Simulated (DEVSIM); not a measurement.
## Al0.4Ga0.6As/GaAs n-p heterojunction

System: Al0.4Ga0.6As/GaAs n-p heterojunction, at 300 K.

```csv
layer (left to right),material,thickness (μm),Nd (cm⁻³),Na (cm⁻³),τn (s),τp (s)
1,Al0.4Ga0.6As,0.340,2.5e17,-,1.5e-9,1.5e-9
2,GaAs,1.30,-,6.7e16,1.5e-9,1.5e-9
```

Left contact: ohmic. Right contact: ohmic. Voltage is applied to the left contact. Recombination: SRH at mid-gap, radiative, Auger. Mobility is μmin + (μ − μmin)/(1 + (N/Nref)^α).

This is a model device: material constants are rounded textbook-type values typed into the input, and sizes, dopings and lifetimes were drawn at random. Values at 300 K.

```
parameter      Al0.4Ga0.6As    GaAs
-------------  ------------  ------
gap (eV)             1.9228   1.424
affinity (eV)         3.754    4.07
permittivity          11.76    12.9
Nc (cm⁻³)           7.93e17  4.7e17
Nv (cm⁻³)              9e18    9e18
μn (cm²/Vs)            3220    8500
μp (cm²/Vs)             158     400
μn,min                  500     500
μp,min                   20      20
Nref,n                 6e16    6e16
Nref,p               1.5e17  1.5e17
αn                     0.39    0.39
αp                     0.38    0.38
B (cm³/s)             2e-10   2e-10
Cn (cm⁶/s)            1e-30   1e-30
Cp (cm⁶/s)            1e-30   1e-30
```

DEVSIM, 1D drift-diffusion, Boltzmann statistics, complete ionisation; no tunnelling, impact ionisation, image-force lowering or self-heating. Band offsets follow the typed affinities; no thermionic-emission limit at abrupt steps, no polarisation charge.

```yaml
potential_step_across_the_device_at_zero_bias: 1.583 V
largest_field_in_the_device_at_zero_bias: 160000 V/cm
Dark forward voltage at 1 A/cm²: 1.006 V
Dark forward voltage at 100 A/cm²: 1.135 V
```

Dark forward current:

(V (V), J (A/cm²)): (-0.05, -1.7e-10); (-0.10, -6.0e-10); (-0.20, -4.8e-9); (-0.25, -1.3e-8); (-0.30, -3.5e-8); (-0.40, -2.6e-7); (-0.45, -7.1e-7); (-0.50, -1.9e-6); (-0.60, -1.5e-5); (-0.65, -4.1e-5); (-0.70, -0.00012); (-0.75, -0.00035); (-0.85, -0.0047); (-0.90, -0.022); (-0.95, -0.13); (-1.05, -5.1); (-1.10, -32); (-1.15, -160); (-1.25, -1600); (-1.30, -3700)

Small-signal capacitance in reverse bias (quasi-static):

```tsv
V (V)	C (nF/cm²)
0.1	54.3
0.25	51.7
0.5	48.3
0.75	45.6
1	43.3
1.5	39.5
2	36.6
2.5	34.3
3.25	31.5
4	29.3
5	26.9
```
